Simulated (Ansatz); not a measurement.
Input and output of a relaxation of the atoms for LuTl3 (P4mm, 4 atoms in the cell) (Ansatz, a first-principles code).

Method: LDA (PW92), default PAW files made with PBE (plane waves; Ansatz).

The change in words: one atom moved by 0.15 angstrom; relax: default → atoms; relax.f_tol: default → 0.001 eV/Å. Reference geometry:
```
CELL_PARAMETERS angstrom
      4.70204     0.00000     0.00000
      0.00000     4.70204     0.00000
      0.00000     0.00000     4.70204
ATOMIC_POSITIONS crystal
  Lu 0.00000 0.00000 0.00000
  Tl 0.00000 0.50000 0.50000
  Tl 0.50000 0.00000 0.50000
  Tl 0.50000 0.50000 0.00000
```

Reference input (self-consistent single point, DFT, LDA (PW92), plane waves, default PAW files made with PBE): basis.ecutwfc = 420 eV; kpoints.mp_grid.grid = 7 7 7; hamiltonian.xc = lda; hamiltonian.pseudopotentials = {kind: paw} (the program's default PAW files); scf.occupations.method = fermi_dirac; scf.occupations.width = 0.1 eV. This run's input differs from it in these lines:

```diff
@@ -7,3 +7,3 @@
   atoms:
-    - { symbol: Lu, position: [0.00000000, 0.00000000, 0.00000000] }
+    - { symbol: Lu, position: [0.00000000, 0.00000000, 0.03190100] }
     - { symbol: Tl, position: [0.00000000, 0.50000000, 0.50000000] }
@@ -20,2 +20,4 @@
   occupations: { method: fermi_dirac, width: 0.1 }
+relax:
+  f_tol: 0.001
 output:
```

Output, abridged:

```
   [... SCF lines of the steps left out ...]
relax step   1: F+E_penalty+E_count = -47933.58148643 eV  Δ(F+E_penalty+E_count) = +0.000e0 eV  max|allowed force component| = 3.736e-1 eV/Å  Δτ_max = 0.0000 Å  (8 SCF iters, dr2 threshold 1.00e-7 eV, accepted)
relax step   2: F+E_penalty+E_count = -47933.60748273 eV  Δ(F+E_penalty+E_count) = -2.600e-2 eV  max|allowed force component| = 7.848e-2 eV/Å  Δτ_max = 0.0856 Å  (6 SCF iters, dr2 threshold 8.72e-6 eV, accepted)
relax step   3: F+E_penalty+E_count = -47933.60901479 eV  Δ(F+E_penalty+E_count) = -1.532e-3 eV  max|allowed force component| = 3.839e-2 eV/Å  Δτ_max = 0.0178 Å  (6 SCF iters, dr2 threshold 3.85e-7 eV, accepted)
relax step   4: F+E_penalty+E_count = -47933.60934831 eV  Δ(F+E_penalty+E_count) = -3.335e-4 eV  max|allowed force component| = 1.081e-3 eV/Å  Δτ_max = 0.0129 Å  (6 SCF iters, dr2 threshold 9.21e-8 eV, accepted)
relax step   5: F+E_penalty+E_count = -47933.60934832 eV  Δ(F+E_penalty+E_count) = -9.190e-9 eV  max|allowed force component| = 1.082e-3 eV/Å  Δτ_max = 0.0000 Å  (4 SCF iters, accepted)
relax step   6: F+E_penalty+E_count = -47933.60934883 eV  Δ(F+E_penalty+E_count) = -5.076e-7 eV  max|allowed force component| = 5.239e-6 eV/Å  Δτ_max = 0.0005 Å  (6 SCF iters, accepted)
the relaxation is at rest under the 8 symmetry operations that the run kept from its start: a minimum is not shown …
Free energy (F): -47933.609349 eV
Internal energy: -47933.541765 eV  (E = F + TS)
E sigma→0 (E₀):  -47933.575557 eV
Entropy (-TS):   -0.067584 eV (-16.896 meV/atom)
Fermi energy:    12.529031 eV
--- Forces (eV/Å), atoms counted from 1 ---
  atom   1  Lu     0.00000000     0.00000000    -0.00000577
  atom   2  Tl    -0.00000000     0.00000000     0.00000369
  atom   3  Tl    -0.00000000     0.00000000     0.00000369
  atom   4  Tl     0.00000000     0.00000000    -0.00000645
--- Stress (GPa, compression-positive) ---
       -4.090162       0.000000      -0.000000
   [... lines left out ...]
  F+E_penalty+E_count = -47933.60934883 eV   max|allowed force component| = 5.239e-6 eV/Å
  atoms:
    - { symbol: Lu, position: [-7.399895191184879e-37, 0.0, 0.007974968319756756] }
    - { symbol: Tl, position: [4.6199345653073165e-36, 0.5, 0.5079751760987707] }
    - { symbol: Tl, position: [0.5, 0.0, 0.5079751760987707] }
    - { symbol: Tl, position: [0.5, 0.5, 0.007975679482701841] }
```

The run converged. 

Summary of the result:
```
Property                                                  Value
-----------------------------------------------  --------------
Free energy E − TS (on the zero of these files)  -47933.6093 eV
Fermi level (on the code's own zero)                   12.53 eV
Pressure                                              -4.09 GPa
Relaxation steps                                              6
```

The starting cell comes from a database of computed structures (which also holds hypothetical and non-ambient phases and stackings), without a prior relaxation at this level. Its lattice was rescaled by up to half a per cent. For this run, on top of that: one atom moved by 0.15 angstrom. The relaxation keeps the symmetry of its start, so its end need not be a minimum. Ansatz's pressure includes its estimate of the finite-basis (Pulay) stress.

Cost on one core of a shared machine: roughly 2 min.

Keys are those of Ansatz 0.2.
